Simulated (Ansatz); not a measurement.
Consider CdTe in the zinc blende structure (space group F-43m, No. 216).

```xyz
2
Lattice="0.0000 3.3090 3.3090 3.3090 0.0000 3.3090 3.3090 3.3090 0.0000" Properties=species:S:1:pos:R:3 pbc="T T T"
Cd     0.0000     0.0000     0.0000
Te     1.6545     1.6545     1.6545
```

Method: Kohn–Sham DFT with the PBE functional, run in Ansatz (an electronic-structure program) with PAW and 420 eV plane waves, no spin-orbit coupling.

For the base:

- Pressure: 0.0 kbar
- Band gap: 0.59 eV

One thing is altered: every lattice vector is stretched by 1.00 %, atoms relaxed at fixed cell.

Q: What does the calculation give for the energy relative to the base, pressure and band gap after the change?

A: The energy goes up by 3.4 meV/atom; the pressure goes from zero to -9.7 kbar; the band gap drops by 0.09 eV (0.59 eV → 0.50 eV).

Spin-orbit coupling, missing from the scalar runs, can matter with Te. The cells carry an imposed strain or load. Whether these cells are dynamically stable was not tested.
